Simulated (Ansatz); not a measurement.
The reference is ZnS in the zinc blende structure (space group F-43m, No. 216; a = 5.3566 Å). Axes: x, y, z lie along the cube axes.

Calculations: Kohn–Sham DFT with the PBEsol functional, run in Ansatz (a program for electronic structure) with PAW and 420 eV plane waves, no spin-orbit coupling.

Strains are applied to the cell and any free atomic positions relax.

One change was made to it. Results:

The valence-band top at Γ (three highest levels, from the VBM) becomes 0.00, -0.05, -0.05 eV (base: 0.00, 0.00, 0.00 eV); the electron mass remains 0.17 mₑ (at Γ); the band gap grows by 0.029 eV (2.09 eV → 2.11 eV); the energy rises by 1.4 meV/atom.

### Question
What was done to the base?
A. uniaxial strain ε_zz = +0.50 %
B. uniaxial strain ε_zz = −1.50 %
C. uniaxial strain ε_zz = −0.50 %

### Answer
B, uniaxial strain ε_zz = −1.50 %. For comparison, the valence-band top at Γ in the other runs: uniaxial strain ε_zz = −0.50 % gives 0.00, -0.02, -0.02 eV; uniaxial strain ε_zz = +0.50 % gives 0.00, 0.00, -0.02 eV.

Masses are band curvatures over ±0.01 Å⁻¹ around the edge. Whether these cells are dynamically stable was not tested.
